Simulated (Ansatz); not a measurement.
Results of HSE06 (PAW; Ansatz, a quantum-chemistry and plane-wave program) for fluorite HfO2 (high-temperature phase).

Numerical settings: plane-wave cutoff 460 eV, 8×8×8 k mesh, Fermi–Dirac smearing 0.01 eV, scalar-relativistic PAW data made under PBE.

Equation-of-state points:

```
V (Å³/atom)  E − E_lowest (meV/atom)  P (GPa)
-----------  -----------------------  -------
10.232                         24.80    15.46
10.502                          5.88     7.22
10.744                          0.00     0.67
11.040                          5.42    -6.38
11.309                         20.95   -11.98
```

Estimate the bulk modulus from the pressures at 10.502 and 11.040 Å³/atom, and compare it with a fit to all energies.

B = −V dP/dV. Between V = 10.502 and 11.040 Å³/atom, dP/dV = (-6.38 − (7.22))/(11.040 − 10.502) = -25.3 GPa per Å³/atom; at the midpoint 10.771 Å³/atom this gives B ≈ 272 GPa. The third-order Birch–Murnaghan fit gives V0 = 10.771 Å³/atom, B0 = 271 GPa, B′ = 4.1, which lies within 1 % of that estimate.

Measured, for comparison: bulk modulus 242 ± 16 GPa (room temperature, no zero-point or thermal correction, nanocrystalline cubic HfO2, second-order Birch-Murnaghan; as tabulated in High-pressure structural stability, equation of state, and thermal expansion …). Computed (rounded) less measured: bulk modulus +12 %.

Note: symmetry holds this phase in the static calculation, where it need not be a minimum; held by symmetry at 0 K, a high-temperature phase can be a saddle point.

Spin–orbit coupling is not included.

The computed numbers hold no vibrational or temperature effects.
